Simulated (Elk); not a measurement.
Input and output of a self-consistent single point for Nb (Im-3m, 1 atom in the cell) (Elk).

Computed with PBE, all-electron FP-LAPW, Elk's shipped species files, APW+lo basis with extra local orbitals (Elk).

The change in words: lattice scaled by 0.98. Reference geometry:
```yaml
crystal:
  lattice:
    - [-1.65881, 1.65881, 1.65881]
    - [1.65881, -1.65881, 1.65881]
    - [1.65881, 1.65881, -1.65881]
  atoms:
    - { symbol: Nb, position: [0.00000, 0.00000, 0.00000] }
```

Reference input (self-consistent single point, DFT, PBE, all-electron FP-LAPW, Elk's shipped species files, APW+lo basis with extra local orbitals): xctype = 20; rgkmax = 8; stype = 0; swidth = 0.00367493 Ha; ngridk = 9 9 9; gmaxvr = 16 1/bohr; nxlo = 2; lorbcnd = true; rmtscf = 0.98; lmaxi = 3; maxscl = 100. This run's input differs from it in these lines:

```diff
@@ -37,5 +37,5 @@
 avec
-   -1.6588150000    1.6588150000    1.6588150000
-    1.6588150000   -1.6588150000    1.6588150000
-    1.6588150000    1.6588150000   -1.6588150000
+   -1.6256390000    1.6256390000    1.6256390000
+    1.6256390000   -1.6256390000    1.6256390000
+    1.6256390000    1.6256390000   -1.6256390000
```

Output (repeated stretches shortened):

```
│ Self-consistent loop started │
│ Loop number : 1 │
 total energy                :     -3821.00677274
│ Loop number : 2 │
 total energy                :     -3821.07140519
RMS change in Kohn-Sham potential (target) :   0.1102716056     (  0.1000000000E-05)
Absolute change in total energy (target)   :   0.6463245246E-01 (  0.1000000000E-03)
│ Loop number : 3 │
 total energy                :     -3821.09821140
RMS change in Kohn-Sham potential (target) :   0.1085911971     (  0.1000000000E-05)
Absolute change in total energy (target)   :   0.4296432462E-01 (  0.1000000000E-03)
│ Loop number : 4 │
   [... lines left out ...]
Absolute change in total energy (target)   :   0.7194205614E-03 (  0.1000000000E-03)
│ Loop number : 11 │
 total energy                :     -3820.54470224
RMS change in Kohn-Sham potential (target) :   0.3447440870E-05 (  0.1000000000E-05)
Absolute change in total energy (target)   :   0.5671738700E-04 (  0.1000000000E-03)
│ Loop number : 12 │
 total energy                :     -3820.54465977
RMS change in Kohn-Sham potential (target) :   0.6693365481E-06 (  0.1000000000E-05)
Absolute change in total energy (target)   :   0.2828455627E-04 (  0.1000000000E-03)
Convergence targets achieved

│ Loop number : 13 │

Energies :
 Fermi                       :     0.444261694892
 total energy                :     -3820.54464233

Density of states at Fermi energy :    37.70509850
 (states/Hartree/unit cell)

Estimated indirect band gap :   0.2026124137E-02
 from k-point     21 to k-point      2
Estimated direct band gap   :   0.4993609329E-01
 at k-point     27

Charges :
 core                        :    28.00000000
 valence                     :    13.00000000
 interstitial                :    1.704022594
 muffin-tins (core leakage)
  species :    1 (Nb)
   atom    1                 :    39.29597741     (  0.1400033465E-05)
 total in muffin-tins        :    39.29597741
 total calculated charge     :    41.00407210
 total charge                :    41.00000000
 error                       :   0.4072101434E-02

│ Self-consistent loop stopped │
```

The run converged in 13 iterations. The count includes the last loop, which Elk runs after its targets are met. Against the reference run the total energy goes up by 28.9 meV/atom.

The starting cell comes from a database of computed structures (which also holds hypothetical and non-ambient phases and stackings), without a prior relaxation at this level. For this run, on top of that: lattice scaled by 0.98. Spin polarisation is off. Values depend on the basis (sphere radii, cutoffs, local orbitals), which need not be converged. The log's line on a gap gives a spacing of levels on this mesh, which the program prints for metals too.
